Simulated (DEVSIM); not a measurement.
Structure: Al/SiO2/p-InP capacitor, at 300 K.

| layer (left to right) | material | thickness (nm) | Na (cm⁻³) |
|---|---|---|---|
| 1 | SiO2 | 21.0 | - |
| 2 | InP | 1700 | 1.4e17 |

Metal gate on the left, work function 4.1 eV. Fixed charge at the semiconductor interface 0 cm⁻² (in units of +e); no interface traps.

Constants are typed, rounded textbook-type inputs, not results; the design itself was drawn at random and stands for no fabricated device. Values at 300 K.

| parameter | SiO2 | InP |
|---|---|---|
| gap (eV) | 9 | 1.344 |
| affinity (eV) | 0.9 | 4.38 |
| permittivity | 3.9 | 12.5 |
| Nc (cm⁻³) | - | 5.7e17 |
| Nv (cm⁻³) | - | 1.1e19 |

DEVSIM, 1D Poisson equation in equilibrium, Boltzmann statistics, complete ionisation; no quantum confinement or tunnelling. Metal contacts follow the ideal Schottky-Mott rule: no Fermi-level pinning, no interface dipoles.

The fixed charge was swept, all else fixed.

```json
[
 {"fixed charge (cm^-2)": "-9e11", "flat-band voltage (V)": "-0.63"},
 {"fixed charge (cm^-2)": "-4.5e11", "flat-band voltage (V)": "-1.07"},
 {"fixed charge (cm^-2)": "0", "flat-band voltage (V)": "-1.51"},
 {"fixed charge (cm^-2)": "4.5e11", "flat-band voltage (V)": "-1.95"},
 {"fixed charge (cm^-2)": "9e11", "flat-band voltage (V)": "-2.39"}
]
```

From the first row to the last the flat-band voltage goes from -0.63 to -2.39.
